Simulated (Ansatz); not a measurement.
The reference is PbSe in the rock salt structure (space group Fm-3m, No. 225; a = 6.1016 Å). Axes: x, y, z lie along the cube axes.

The values are results of PBEsol, PAW, 420 eV (Ansatz, a first-principles code; scalar-relativistic without spin-orbit coupling), not measurements.

Base values:

The valley order is L along ⟨111⟩ 0.17 eV; a point along ⟨110⟩, about 0.6 Å⁻¹ from Γ 1.03 eV. The pressure is 0.00 GPa.

It is then changed as follows: the cell is stretched by 1.00 % along z with no lateral relaxation; the atoms relax in the strained cell.

### Question
Estimate the effect on the valley order.

### Answer
The valley order (the lowest conduction-band minima on the path, energy above the VBM, named in the base's zone) changes from L along ⟨111⟩ 0.17 eV; a point along ⟨110⟩, about 0.6 Å⁻¹ from Γ 1.03 eV to L along [1-11] 0.20 eV; a point along [1-10], about 0.6 Å⁻¹ from Γ 1.05 eV.

### Question
Predict the new energy relative to the base.

### Answer
The energy rises by 1.2 meV/atom.

### Question
What happens to the pressure?

### Answer
The pressure (mean of the normal stresses, compression positive) goes from zero to -0.51 GPa.

Spin-orbit coupling, missing from the scalar runs, can matter with Pb. The levels and masses belong to the bands next to the band gap. Stability against distortions was not tested.
